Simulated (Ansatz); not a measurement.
Amorphous Hf$_{32}$La$_{4}$O$_{70}$, 106 atoms at 8.48 g/cm³, one PBE-relaxed geometry, zone centre. Methods: PBE, scalar-relativistic without spin-orbit coupling (Ansatz, a program for electronic structure); r2SCAN, scalar-relativistic without spin-orbit coupling (Ansatz). Plane waves to 420 eV (r2SCAN 500 eV). At PBE the levels at the filled edge of the gap are localised (band-tail or defect states), and the nearest spread-out levels lie 4.2 eV apart at the zone centre. All rungs ran without spin polarisation.

A CHGNet melt-quench gave the starting glass, which DFT then relaxed. O atoms were pushed apart under 1.9 Å during the dynamics, to hinder bonds among them. The hot cell started wider than the set density and was brought back towards it in steps. It is the lowest in DFT energy of 4 quenches. It is a model cell: composition and starting density were chosen by hand, and all elements were melted together. No dispersion term was used. Its density started from a set value of 8.28 and ended at 8.48 g/cm³. Cooling (nominally 600 K/ps over its main leg) ran many orders faster than in experiment, which tends to leave more defects and strain. One small periodic cell is one sample of the glass; other quenches scatter about these values. Volume and shape were free in the relaxation.

The relaxation ran on the zone centre alone. At PBE the level gap is 3.85 eV on a 2×2×2 Γ-centred mesh, and the spacing at the zone centre alone 3.86 eV.

Task: What zone-centre spacing does r2SCAN give, roughly?

Result: 4.33 eV (+0.48 eV against PBE).

The highest filled and the lowest empty state spread over these numbers of atoms (participation numbers): PBE: 16.6 and 51.3; r2SCAN: 16.4 and 40.4.
